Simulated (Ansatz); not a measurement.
## CsCl-type NiAl

Level of theory: r²SCAN-D4 (plane waves, PAW; Ansatz, a program for electronic structure).

Numerical settings: plane-wave cutoff 500 eV, 20×20×20 k mesh, Fermi–Dirac smearing 0.1 eV, no spin polarisation, scalar-relativistic PAW data made under PBE.

Cell (relaxed at this level):

Space group Pm-3m (No. 221); a = 2.8540 Å, b = 2.8540 Å, c = 2.8540 Å, α = 90.00°, β = 90.00°, γ = 90.00°

```json
[
 {"atom": "Al", "site": "1b", "symmetry": "m-3m", "x": "0.5000", "y": "0.5000", "z": "0.5000"},
 {"atom": "Ni", "site": "1a", "symmetry": "m-3m", "x": "0.0000", "y": "0.0000", "z": "0.0000"}
]
```

For CsCl-type NiAl, the equilibrium volume per atom is 11.62 Å³/atom and the equilibrium lattice constant a is 2.854 Å.

Measured, for comparison: equilibrium volume per atom 11.97 Å³/atom, lattice constant a 2.882 Å (extrapolated to 0 K, zero-point anharmonic expansion removed (Haas, Tran, Blaha 2009); as tabulated in Levämäki et al. (2014), arXiv:1402.3671). Computed (rounded) less measured: equilibrium volume per atom -2.9 %, lattice constant a -1.0 %.

Static lattice: no zero-point or thermal effects.

Cost on a shared machine: about 40 core-seconds (a rough figure).
